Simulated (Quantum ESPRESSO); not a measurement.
Troubleshooting Quantum ESPRESSO: a failed run on Te (P3_121, 3 atoms in the cell). The aim is a zone-centre phonon calculation with DFT, PBE, plane waves, SSSP 1.1.2 efficiency (PBE) pseudopotentials.

The self-consistent step had converged with these keywords: prefix = te; ecutwfc = 40 Ry; ecutrho = 320 Ry; occupations = smearing; smearing = cold; degauss = 0.0073499 Ry; potentials = {Te: Te_pbe_v1.uspp.F.UPF}; K_POINTS = automatic 7 7 5 0 0 0; conv_thr = 1e-10 Ry; mixing_beta = 0.5. The next shown step is ph.x.

The input file:

```fortran
phonons at the zone centre
&inputph
    prefix = 'te',
    outdir = './tmp',
    tr2_ph = 1.0d-14,
    fildyn = 'dyn.G',
    epsil = .true.,
/
0.0 0.0 0.0
```

Log, with long lists cut:

```
     Reading xml data from directory:

     ./tmp/te.save/

     G-vector sticks info
     --------------------
     sticks:   dense  smooth     PW     G-vecs:    dense   smooth      PW
     Sum        1675     847    253                72287    25611    3997

     Reading collected, re-writing distributed wavefunctions in ./tmp/

 %%%%%%%%%%%%%%%%%%%%%%%%%%%%%%%%%%%%%%%%%%%%%%%%%%%%%%%%%%%%%%%%%%%%%%%%%%%%%%
     Error in routine phq_readin (1):
     no elec. field with metals
 %%%%%%%%%%%%%%%%%%%%%%%%%%%%%%%%%%%%%%%%%%%%%%%%%%%%%%%%%%%%%%%%%%%%%%%%%%%%%%

     stopping ...
```

**Question.** From the messages shown, name the fault and mend the input.

**Answer.** The fault is the dielectric response asked with smeared occupations. The response to a homogeneous field is defined for insulators with fixed occupations. To fix it, drop the request, or use fixed occupations in an insulator. The program stopped in the step ph.x before computing anything there.

On the sound input: the starting cell comes from a database of computed structures (which also holds hypothetical and non-ambient phases and stackings), without a prior relaxation at this level. Its lattice was rescaled by a random factor within 2.5 % of one.
